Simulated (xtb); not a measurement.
xtb 6.7.1, GFN2-xTB: Ca(OMe)(nacnac) (C[O][Ca]1[N](C)C(C)=CC(C)=[N]->1C), 28 atoms. The geometry is a generated start, not checked to be a minimum at this level.

```yaml
method: GFN2-xTB
"--acc": 1 (default)
"--etemp (K)": 300 (default)
detailed input (--input): "none: ANC optimiser, Lindh (1995) Hessian, microcycle=20, maxdispl=1.0, hlow=0.01 (default)"
basis_functions: 70
valence_electrons: 66
```

```xyz
28

Ca     0.9800    -1.0855     0.2320
O      0.9855    -2.8620    -0.2066
C      1.0497    -4.1816    -0.5787
H      1.0087    -4.2931    -1.6763
H      1.9851    -4.6529    -0.2313
H      0.2116    -4.7582    -0.1548
C      0.1996     2.6282    -2.0095
C      0.1947     1.5314    -0.9661
C     -0.5012     1.8141     0.2145
C     -0.8392     1.0316     1.3274
C     -1.7839     1.6887     2.3171
N     -0.3992    -0.1842     1.5332
C     -0.8397    -0.9959     2.6461
N      0.8073     0.3988    -1.2273
C      1.4141     0.1896    -2.5228
H     -0.2643     3.5344    -1.6328
H      1.2193     2.8608    -2.3149
H     -0.3494     2.3042    -2.8939
H     -0.9202     2.8106     0.2399
H     -2.0076     2.7074     2.0163
H     -2.7237     1.1385     2.3669
H     -1.3425     1.7158     3.3129
H     -1.2504    -1.9304     2.2467
H      0.0261    -1.2538     3.2685
H     -1.5942    -0.5219     3.2803
H      2.2821     0.8470    -2.6750
H      0.7051     0.3663    -3.3411
H      1.7463    -0.8479    -2.5708
```

The structure is relaxed from this start with --opt LEVEL for the levels crude, sloppy, loose, lax, normal, tight, vtight, extreme, once each. Up to the end of the extreme run atoms move by at most 0.64 Å along an axis.

What is the loosest level that ends within 5 meV of the extreme run, and how many cycles does it take?

normal: 29 cycles against 46, ending 0.10 meV above.

```csv
level,cycles,energy above the extreme run (meV),gradient norm (eV/Å)
crude,1,80,0.090
sloppy,1,80,0.090
loose,1,80,0.090
lax,1,80,0.090
normal,29,0.10,0.014
tight,29,0.10,0.014
vtight,39,under 0.01,0.0041
extreme,46,—,0.0014
```
